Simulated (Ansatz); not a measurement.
# Response to strain in GaAs

Start from GaAs (space group Pa-3, No. 205; a = 6.9270 Å; a cell from a computed database, its experimental status unchecked). Axes: x, y, z lie along the cube axes.

Strains are applied to the cell and any free atomic positions relax; under biaxial strain the out-of-plane vector relaxes too.

The values are results of Ansatz (an electronic-structure program), PBEsol, PAW, cutoff 420 eV, without spin-orbit coupling, not measurements.

Notes on the quantities. energy relative to the base: free energy F; pressure: mean of the normal stresses, compression positive.

```csv
case,energy relative to the base,pressure,volume per atom
base,0 meV/atom,0.0 GPa,20.77 Å³
"biaxial strain −0.63 %, plane normal [110], relaxed out of plane",+0.8 meV/atom,0.6 GPa,20.59 Å³
isotropic strain +2.50 %,+22 meV/atom,-4.2 GPa,22.37 Å³
uniaxial strain ε_zz = −0.32 %,+0.1 meV/atom,0.2 GPa,20.71 Å³
uniaxial strain ε_zz = +2.40 %,+4.5 meV/atom,-1.5 GPa,21.27 Å³
```

Stability against distortions was not tested. All final runs are without spin polarisation. This is not the structure that GaAs has at room temperature and ambient pressure.
